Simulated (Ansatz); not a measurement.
Rock-salt LuN, treated with PBEsol-D3(BJ) (PAW; Ansatz, a quantum-chemistry and plane-wave program).

Numerical settings: plane-wave cutoff 520 eV, 20×20×20 k mesh, Fermi–Dirac smearing 0.05 eV, scalar-relativistic PAW data made under PBE.

Equation-of-state points:

| V (Å³/atom) | E − E_lowest (meV/atom) |
|---|---|
| 11.928 | 30.29 |
| 12.182 | 12.95 |
| 12.436 | 3.10 |
| 12.690 | 0.00 |
| 12.943 | 3.01 |
| 13.197 | 11.56 |
| 13.451 | 25.10 |

Task: Estimate the bulk modulus and its pressure derivative from these points.

Result: V0 = 12.687 Å³/atom, B0 = 193 GPa, B′ = 4.0 (fit to the energies at full precision).

Note: the volume lies 6 % below that of the published cell.

Spin–orbit coupling is not included; it can open a gap where bands touch, and shift volumes and moduli.
